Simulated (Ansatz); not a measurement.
The structure below was relaxed with PBEsol/PAW in Ansatz (a first-principles code), no SOC, at pressure 7.5 GPa.

```
KF
1.0
    0.00000     2.52053     2.52053
    2.52053     0.00000     2.52053
    2.52053     2.52053     0.00000
K F
1 1
Cartesian
  0.00000   0.00000   0.00000
  2.52053   2.52053   2.52053
```

### Question
Find the space group and the Wyckoff positions.

### Answer
Space group Fm-3m (No. 225); a = b = c = 5.0411 Å, α = β = γ = 90.00°

```
atom  site  symmetry       x       y       z
----  ----  --------  ------  ------  ------
K       4a      m-3m  0.0000  0.0000  0.0000
F       4b      m-3m  0.5000  0.5000  0.5000
```

Load acts through the strain it causes; cell and atoms are relaxed under it. No phonon test of stability was made. No other phases were tried under pressure. The cell was made from KF in the rock salt structure (space group Fm-3m, No. 225) by this change: pressure 7.5 GPa.
